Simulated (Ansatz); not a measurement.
The parent structure is SiO2 in the rutile structure (space group P4_2/mnm, No. 136; a = 4.236 Å, c = 2.690 Å).

Computed with PBE (Ansatz, a program for electronic structure, PAW, no spin-orbit coupling), earlier PAW set.

Base values:

The band gap is 5.05 eV and the hole mass comes out as 1.9 mₑ along c, 1.1 mₑ across (at Γ). The volume per atom comes out as 8.04 Å³ and the electron mass is 0.36 mₑ along c, 0.45 mₑ across (at Γ).

One thing is altered: cell and atoms relaxed at a pressure of 9 GPa.

Question: What does the calculation give for the band gap, hole mass, volume per atom and electron mass after the change?

Answer: The band gap increases by 0.47 eV, from 5.05 eV to 5.52 eV; the hole mass becomes 1.8 mₑ along c, 1.1 mₑ across (at Γ) (base: 1.9 mₑ along c, 1.1 mₑ across (at Γ)); the volume per atom decreases by 0.25 Å³, from 8.04 Å³ to 7.79 Å³; the electron mass becomes 0.38 mₑ along c, 0.48 mₑ across (at Γ) (base: 0.36 mₑ along c, 0.45 mₑ across (at Γ)).

Load acts through the strain it causes; cell and atoms are relaxed under it. Effective masses come from finite differences of ±0.01 Å⁻¹. Stability against distortions was not tested. Competing high-pressure phases were not computed.
